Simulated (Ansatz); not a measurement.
An Ansatz (a program for electronic structure) run: a single point on MgO with a change (Mg → Ba), its geometry relaxed with PBEsol; Ansatz, HSE06, PAW, cutoff 420 eV, no spin-orbit coupling.

Input:

Ansatz 0.2 input:
```yaml
crystal:
  lattice:
    - [4.4912162814, 0, 0]
    - [-2.2456081407, 3.8895073935, 0]
    - [0, 0, 5.523168712]
  atoms:
    - { symbol: Ba, position: [0.6666666667, 0.3333333333, 0.75] }
    - { symbol: Ba, position: [0.3333333333, 0.6666666667, 0.25] }
    - { symbol: O, position: [0.6666666667, 0.3333333333, 0.25] }
    - { symbol: O, position: [0.3333333333, 0.6666666667, 0.75] }
basis: { ecutwfc: 420, ecutrho_ratio: 4, xc_grid: 2, fft_grid_basis: typed }
kpoints: { mp_grid: { grid: [6, 6, 4] } }
hamiltonian:
  xc: hse06
  dispersion: none
  pseudopotentials: { kind: paw }
scf: { occupations: { method: fermi_dirac, width: 0.01 } }
output: { eigenvalues: true, eigenstates: { kpoints: [[0.333333, 0.333333, 0], [0, 0, 0], [0.333333, 0.333333, 0.5]] } }
```

Output (explanatory and most iteration lines left out):

```
Pseudopotential: Ba, paw, valence charge 10
Pseudopotential: O, paw, valence charge 6
Crystal: 4 atoms, lattice volume = 96.482 Å³
Basis set: ecut = 420 eV, 1873 PW (Γ), exchange–correlation on 64×64×80 points (8 copies of the dense FFT grid, shifted against one another)
Bands: 20, of which v1, the nominal top of the filled ones, is band 16 counted from 1 (15 counted from 0)
Symmetry: 24 space group operations
Space group: P63/mmc (ITA 194), of the structure as read, at distance tolerance 4.6e-5 Å
k-points: 21 of 144
Functional: x = pbe(κ = 0.804, μ = 0.2195149727645171), c = pbe(β = 0.06672455060314922), warm-up for x = pbe(κ = 0.804, μ = 0.2195149727645171) + 0.25 (exact …
SCF iter   1: F=—  HF=-13039.025648 eV  |F-HF|=—  |Δ(HF+E_count)|=         —  Δρ=3.32e-3  dr2=1.41e-2  ethr=1.77e-3  ⟨swp⟩=16.5  Hψ=2708  notcnv=0
SCF iter   2: F=—  HF=-13039.033556 eV  |F-HF|=—  |Δ(HF+E_count)|=   7.91e-3  Δρ=5.30e-3  dr2=2.51e-2  ethr=4.40e-5  ⟨swp⟩=6.4  Hψ=1629  notcnv=0  defer=8
SCF 1 stopped early in 3 iterations: F = -13039.028990 eV  dr2 = 1.77e-4
Crystal: 4 atoms, lattice volume = 96.482 Å³
Functional: x = pbe(κ = 0.804, μ = 0.2195149727645171) + 0.25 (exact − pbe) at short range (hse, ω = 0.20786987370883472 Å⁻¹), c = pbe(β = 0.06672455060314922); HSE06 as pw.x's `hse` composes it (authors' and Libxc's form: `xc: wpbeh`)
SCF iter   1: F=—  HF=-13048.175640 eV  |F-HF|=—  |Δ(HF+E_count)|=         —  Δρ=7.39e-3  dr2=1.05e-1  ethr=5.54e-6  ⟨swp⟩=9.2  Hψ=2376  notcnv=0
SCF iter   2: F=—  HF=-13048.159287 eV  |F-HF|=—  |Δ(HF+E_count)|=   1.64e-2  Δρ=8.98e-3  dr2=5.86e-2  ethr=5.54e-6  ⟨swp⟩=7.1  Hψ=2016  notcnv=0  defer=4
SCF 2 stopped early in 6 iterations: F = -13048.158117 eV  dr2 = 4.60e-6
Crystal: 4 atoms, lattice volume = 96.482 Å³
SCF iter   1: F=—  HF=-13048.157966 eV  |F-HF|=—  |Δ(HF+E_count)|=         —  Δρ=6.20e-5  dr2=4.31e-6  ethr=4.47e-7  ⟨swp⟩=6.1  Hψ=1001  notcnv=0
SCF iter   2: F=—  HF=-13048.157967 eV  |F-HF|=—  |Δ(HF+E_count)|=   5.81e-7  Δρ=2.65e-5  dr2=8.85e-7  ethr=1.31e-8  ⟨swp⟩=4.2  Hψ=1275  notcnv=0
SCF 3 converged in 5 iterations: F = -13048.157967 eV  dr2 = 3.40e-8
Free energy (F): -13048.157967 eV
Internal energy: -13048.157967 eV  (E = F + TS)
E sigma→0 (E₀):  -13048.157967 eV
Fermi energy:    8.051991 eV
```

Single points use the geometry relaxed with PBEsol. HSE06 was sampled on its mesh, a few special points and the semilocal edge points, so its gap is an upper bound. Stability against distortions was not tested. The cell was made from MgO by this change: Mg → Ba; the result is a model cell, its experimental status unchecked. This is not the structure that BaO has at room temperature and ambient pressure.
